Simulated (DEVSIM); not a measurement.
Al0.2Ga0.8As/GaAs n-p heterojunction

System: Al0.2Ga0.8As/GaAs n-p heterojunction, at 250 K.

| layer (left to right) | material | thickness (μm) | Nd (cm⁻³) | Na (cm⁻³) | τn (s) | τp (s) |
|---|---|---|---|---|---|---|
| 1 | Al0.2Ga0.8As | 0.550 | 1.4e16 | - | 2.8e-9 | 2.8e-9 |
| 2 | GaAs | 0.130 | - | 2.5e16 | 2.8e-9 | 2.8e-9 |

Left contact: ohmic. Right contact: ohmic. Voltage is applied to the left contact. Recombination: SRH at mid-gap, radiative, Auger. Mobility is μmin + (μ − μmin)/(1 + (N/Nref)^α).

The device is made up for the run: typed textbook-type constants, with dimensions and the other settings drawn at random. Values at 300 K; Nc and Nv go as T^1.5, mobilities as T to minus their exponent, the gap by Varshni's rule with the affinity fixed.

```tsv
parameter	Al0.2Ga0.8As	GaAs
gap (eV)	1.6734	1.424
affinity (eV)	3.912	4.07
permittivity	12.33	12.9
Nc (cm⁻³)	6.04e17	4.7e17
Nv (cm⁻³)	9e18	9e18
μn (cm²/Vs)	4980	8500
μp (cm²/Vs)	250	400
μn,min	500	500
μp,min	20	20
Nref,n	6e16	6e16
Nref,p	1.5e17	1.5e17
αn	0.39	0.39
αp	0.38	0.38
T exponent of μn	2.1	2.1
T exponent of μp	2.2	2.2
B (cm³/s)	2e-10	2e-10
Cn (cm⁶/s)	1e-30	1e-30
Cp (cm⁶/s)	1e-30	1e-30
Varshni α (eV/K)	0.000541	0.000541
Varshni β (K)	204	204
```

DEVSIM, 1D drift-diffusion, Boltzmann statistics, complete ionisation; no tunnelling, impact ionisation, image-force lowering or self-heating. Band offsets follow the typed affinities; no thermionic-emission limit at abrupt steps, no polarisation charge.

```
Item                                               Result
---------------------------------------------  ----------
Potential step across the device at zero bias     1.408 V
Largest field in the device at zero bias       61000 V/cm
Dark forward voltage at 1 A/cm²                   1.023 V
Dark forward voltage at 100 A/cm²                 1.152 V
```

Dark forward current:

```json
[
 {"V (V)": "-0.15", "J (A/cm²)": "-2.4e-14"},
 {"V (V)": "-0.20", "J (A/cm²)": "-9.1e-14"},
 {"V (V)": "-0.25", "J (A/cm²)": "-3.6e-13"},
 {"V (V)": "-0.35", "J (A/cm²)": "-6.6e-12"},
 {"V (V)": "-0.40", "J (A/cm²)": "-3.0e-11"},
 {"V (V)": "-0.45", "J (A/cm²)": "-1.5e-10"},
 {"V (V)": "-0.50", "J (A/cm²)": "-7.4e-10"},
 {"V (V)": "-0.55", "J (A/cm²)": "-4.0e-9"},
 {"V (V)": "-0.65", "J (A/cm²)": "-1.5e-7"},
 {"V (V)": "-0.70", "J (A/cm²)": "-1.1e-6"},
 {"V (V)": "-0.75", "J (A/cm²)": "-9.0e-6"},
 {"V (V)": "-0.80", "J (A/cm²)": "-7.6e-5"},
 {"V (V)": "-0.90", "J (A/cm²)": "-0.0058"},
 {"V (V)": "-0.95", "J (A/cm²)": "-0.050"},
 {"V (V)": "-1.00", "J (A/cm²)": "-0.41"},
 {"V (V)": "-1.05", "J (A/cm²)": "-3.0"},
 {"V (V)": "-1.10", "J (A/cm²)": "-18"},
 {"V (V)": "-1.20", "J (A/cm²)": "-390"},
 {"V (V)": "-1.25", "J (A/cm²)": "-1300"},
 {"V (V)": "-1.30", "J (A/cm²)": "-3300"}
]
```
